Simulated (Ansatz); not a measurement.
The reference is TaN (space group P-6m2, No. 187; a = 2.936 Å, c = 2.885 Å). Axes: x lies along a and z along c of the hexagonal cell.

Calculations: r2SCAN (Ansatz, a first-principles code; PAW; 500 eV plane waves; no spin-orbit coupling), earlier PAW set.

For the base:

The shortest interatomic distance comes out as 2.226 Å.

It is then changed as follows: uniaxial stress, 5 GPa tension along z, with the cell and atoms free to relax against it.

### Question
Estimate the effect on the energy relative to the base.

### Answer
The energy rises by 1.1 meV/atom.

### Question
What happens to the shortest interatomic distance?

### Answer
The shortest interatomic distance increases by 0.0045 Å to 2.230 Å.

The mesh was chosen for an insulator and is coarse for the gapless case. Load acts through the strain it causes; cell and atoms are relaxed under it. Beyond what the load breaks, stability against distortions was not tested. The final runs are not spin-polarised. This is not the structure that TaN has at room temperature and ambient pressure.
